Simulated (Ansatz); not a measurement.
The starting structures come from a database of crystals and need not be the phases stable at ambient conditions.

 Where the default PAW files enter, the runs use the earlier of Ansatz's two default sets.

**Evanescent states of AlAs (P6_3mc, wurtzite, not sure to be the ambient phase, 4 atoms a cell, 22.8 Å³ an atom) along the normal of (110)**

All values below come from PBEsol (plane waves, PAW; Ansatz, an electronic-structure program).

The gap is the functional's own, uncorrected, and κ follows it; spin-orbit coupling is left out. Mid-gap values are interpolated between the computed energies.

Energies count from the valence-band top; κ is the least over a 6×6 mesh across the current.

```csv
E (eV),κ (1/Å),where
0.04,0.035,Γ
0.14,0.060,Γ
0.23,0.075,Γ
0.32,0.086,Γ
0.41,?,Γ
0.49,?,Γ
0.58,?,Γ
0.68,?,Γ
0.77,?,Γ
0.85,?,Γ
0.94,?,Γ
1.03,?,Γ
1.12,?,Γ
1.22,?,Γ
1.30,0.105,Γ
1.40,0.091,Γ
1.49,0.075,Γ
1.57,0.054,Γ
```

Q: Fill in the missing entries.

A: 
- 0.41, κ (1/Å): 0.095
- 0.49, κ (1/Å): 0.102
- 0.58, κ (1/Å): 0.107
- 0.68, κ (1/Å): 0.111
- 0.77, κ (1/Å): 0.114
- 0.85, κ (1/Å): 0.116
- 0.94, κ (1/Å): 0.117
- 1.03, κ (1/Å): 0.117
- 1.12, κ (1/Å): 0.116
- 1.22, κ (1/Å): 0.114
